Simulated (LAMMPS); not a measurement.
Molecular dynamics of Cu (fcc), 2048 atoms, at 1220 K and 0 GPa, heated as the crystal.

All values are model results, not measurements: classical MD, pair style adp, file AlCu.adp (LAMMPS).

- state found: crystal; no diffusion seen in 30 ps
- density: 8.3434 ± 0.0006 g/cm³
- volume per atom: 12.6472 ± 0.0009 Å³
- enthalpy per atom: -3.2002 ± 0.0002 eV
- first peak of g(r): 2.55 Å, height 3.7
- coordination number: 12.2 (counted to 3.22 Å)
- most common Cu-Cu-Cu angle: in the 3° bin centred on 58.5° (mean of all 97°)
- mean frequency of the velocity spectrum: 4.8 THz
- cost: roughly 4 core-minutes

Potential: file AlCu.adp of the LAMMPS distribution; its header cites Apostol and Mishin, Phys Rev B 83, 054116 (2011).

States go by the mean squared displacement: a species diffuses where it passes 1.5 Å², still rises and gives D over 1e-6 cm²/s; a crystal has left its structure where atoms lie 0.35 Å off their sites on average or a cubic box changes its shape by 3 %.

Uncertainties are statistical and leave out the potential's own error.
